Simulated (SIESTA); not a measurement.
# How a calculation on LiMnF3 (R-3, 30 atoms in the cell) responds to its settings

```
CELL_PARAMETERS angstrom
      7.56113     4.36542     2.58590
     -7.56113     4.36542     2.58590
      0.00000    -8.73084     2.58590
ATOMIC_POSITIONS crystal
  Li 0.06453 0.71769 0.91565
  Li 0.93547 0.28231 0.08435
  Li 0.91565 0.06453 0.71769
  Li 0.08435 0.93547 0.28231
  Li 0.71769 0.91565 0.06453
  Li 0.28231 0.08435 0.93547
  Mn 0.31457 0.48323 0.00615
  Mn 0.68543 0.51677 0.99385
  Mn 0.00615 0.31457 0.48323
  Mn 0.99385 0.68543 0.51677
  Mn 0.48323 0.00615 0.31457
  Mn 0.51677 0.99385 0.68543
  F  0.89521 0.70963 0.98891
  F  0.10479 0.29037 0.01109
  F  0.98891 0.89521 0.70963
  F  0.01109 0.10479 0.29037
  F  0.70963 0.98891 0.89521
  F  0.29037 0.01109 0.10479
  F  0.08466 0.26011 0.69136
  F  0.91534 0.73989 0.30864
  F  0.69136 0.08466 0.26011
  F  0.30864 0.91534 0.73989
  F  0.26011 0.69136 0.08466
  F  0.73989 0.30864 0.91534
  F  0.96525 0.52763 0.64102
  F  0.03475 0.47237 0.35898
  F  0.64102 0.96525 0.52763
  F  0.35898 0.03475 0.47237
  F  0.52763 0.64102 0.96525
  F  0.47237 0.35898 0.03475
```
Moments meant for the start (each program seeds them in its own way; μB, in the order of the atoms Li Li Li Li Li Li Mn Mn Mn Mn Mn Mn F F F F F F F F F F F F F F F F F F): 0.0 0.0 0.0 0.0 0.0 0.0 4.0 4.0 4.0 4.0 4.0 4.0 0.0 0.0 0.0 0.0 0.0 0.0 0.0 0.0 0.0 0.0 0.0 0.0 0.0 0.0 0.0 0.0 0.0 0.0.

Base run A: LDA PW92, numerical atomic orbitals DZP, PseudoDojo LDA standard norm-conserving potentials (rewritten from UPF to PSML) (SIESTA), self-consistent single point.

Its settings: XC.functional = LDA; XC.authors = PW92; potentials = PseudoDojo LDA standard; PAO.BasisSize = DZP; PAO.EnergyShift = 0.01 Ry; MeshCutoff = 300 Ry; kgrid.MonkhorstPack = 2 2 2 shifted by 0.5 0.5 0.5; OccupationFunction = MP; OccupationMPOrder = 0; ElectronicTemperature = 580.23 K; Spin = polarized; PAO.Polarization.NonPerturbative = true; MaxSCFIterations = 150; SCF.Mixer.Method = Pulay; SCF.Mixer.Weight = 0.1; SCF.Mixer.History = 6; SCF.DM.Tolerance = 1.0E-05.

The starting cell comes from a database of computed structures (which also holds hypothetical and non-ambient phases and stackings), without a prior relaxation at this level. Its lattice was rescaled by a random factor within 2.5 % of one. The magnetic order is the one reached from the typed start; others were not searched systematically. Values carry the incompleteness of an atom-centred basis. In the base run, with a pressure of about -11 GPa the cell is away from its equilibrium volume at this level. The shifted mesh does not hold Γ, so a gap read on it misses any band edge there.

Run A gave: pressure (GPa) -10.88; largest force (eV/Å) 0.804; gap on the mesh (eV) 2.244; size of the net moment (μB/atom) 1.00; basis size 384.

Runs:
- B: PAO.BasisSize: DZP → SZ
- C: PAO.BasisSize: DZP → SZP
- D: PAO.BasisSize: DZP → DZ

Question: What does run C change against A?

Answer: The pressure goes from -10.88 to -12.39 GPa, the largest force goes from 0.804 to 0.941 eV/Å, the gap on the mesh goes from 2.244 to 2.084 eV and the size of the net moment stays at 1.00 μB/atom.

Question: What does run D change against A?

Answer: The pressure goes from -10.88 to -15.64 GPa, the largest force goes from 0.804 to 1.374 eV/Å, the gap on the mesh goes from 2.244 to 2.119 eV and the size of the net moment stays at 1.00 μB/atom.

Question: What does run B change against A?

Answer: The pressure goes from -10.88 to -13.70 GPa, the largest force goes from 0.804 to 1.458 eV/Å, the gap on the mesh goes from 2.244 to 1.264 eV and the size of the net moment stays at 1.00 μB/atom.

```json
[
 {"run": "A", "pressure (GPa)": "-10.88", "largest force (eV/Å)": "0.804", "gap on the mesh (eV)": "2.244", "size of the net moment (μB/atom)": "1.00", "basis size": "384"},
 {"run": "B", "pressure (GPa)": "-13.70", "largest force (eV/Å)": "1.458", "gap on the mesh (eV)": "1.264", "size of the net moment (μB/atom)": "1.00", "basis size": "144"},
 {"run": "C", "pressure (GPa)": "-12.39", "largest force (eV/Å)": "0.941", "gap on the mesh (eV)": "2.084", "size of the net moment (μB/atom)": "1.00", "basis size": "270"},
 {"run": "D", "pressure (GPa)": "-15.64", "largest force (eV/Å)": "1.374", "gap on the mesh (eV)": "2.119", "size of the net moment (μB/atom)": "1.00", "basis size": "258"}
]
```
